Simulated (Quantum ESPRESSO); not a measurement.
# Parameter sweep on Al₃Pd₂ (P-3m1, 5 atoms in the cell)

```yaml
crystal:
  lattice:
    - [4.20246, 0.00000, 0.00000]
    - [-2.10123, 3.63944, 0.00000]
    - [0.00000, 0.00000, 5.16048]
  atoms:
    - { symbol: Al, position: [0.00000, 0.00000, 0.00000] }
    - { symbol: Al, position: [0.33333, 0.66667, 0.64493] }
    - { symbol: Al, position: [0.66667, 0.33333, 0.35507] }
    - { symbol: Pd, position: [0.33333, 0.66667, 0.15687] }
    - { symbol: Pd, position: [0.66667, 0.33333, 0.84313] }
```

Base run A: PBEsol, GBRV 1.5 ultrasoft (PBESOL) pseudopotentials in Quantum ESPRESSO 7.5, self-consistent single point.

Its settings: ecutwfc = 40 Ry; ecutrho = 320 Ry; occupations = smearing; smearing = gauss; degauss = 0.0073499 Ry; potentials = {Al: al_pbesol_v1.uspp.F.UPF, Pd: pd_pbesol_v1.4.uspp.F.UPF}; K_POINTS = automatic 10 10 8 0 0 0; conv_thr = 1e-10 Ry.

The starting cell comes from a database of computed structures (which also holds hypothetical and non-ambient phases and stackings), without a prior relaxation at this level. Its lattice was rescaled by a random factor within 2.5 % of one. Spin polarisation is off.

ΔF is the free energy per atom less that of run A. 

Run A gave: pressure (GPa) -0.01; largest force (eV/Å) 0.040; TS (meV/atom) 0.7.

Runs:
- B: degauss = 0.000146997 Ry
- C: degauss = 0.000734986 Ry
- D: degauss = 0.0018375 Ry
- E: degauss = 0.0036749 Ry
- F: degauss = 0.011025 Ry
- G: degauss = 0.0147 Ry
- H: degauss = 0.02205 Ry
- I: degauss = 0.036749 Ry
- J: degauss = 0.058799 Ry

Problem. What does run H change against A?

Solution. The free energy drops by 3.6 meV/atom, the pressure hardly changes (-0.01 to 0.01 GPa) and the largest force goes from 0.040 to 0.035 eV/Å.

Problem. What does run I change against A?

Solution. The free energy drops by 12.4 meV/atom, the pressure goes from -0.01 to 0.10 GPa and the largest force goes from 0.040 to 0.019 eV/Å.

Problem. What does run G change against A?

Solution. The free energy falls by 1.2 meV/atom, the pressure stays at -0.01 GPa and the largest force stays at 0.040 eV/Å.

| run | ΔF (meV/atom) | pressure (GPa) | largest force (eV/Å) | TS (meV/atom) |
|---|---|---|---|---|
| A | 0.00 | -0.01 | 0.040 | 0.7 |
| B | 0.30 | -0.01 | 0.038 | 0.0 |
| C | 0.29 | -0.01 | 0.038 | 0.0 |
| D | 0.28 | -0.01 | 0.037 | 0.0 |
| E | 0.24 | -0.01 | 0.037 | 0.1 |
| F | -0.45 | -0.02 | 0.041 | 1.7 |
| G | -1.17 | -0.01 | 0.040 | 3.5 |
| H | -3.6 | 0.01 | 0.035 | 9.2 |
| I | -12.4 | 0.10 | 0.019 | 29.0 |
| J | -36.1 | 0.34 | 0.015 | 80.3 |
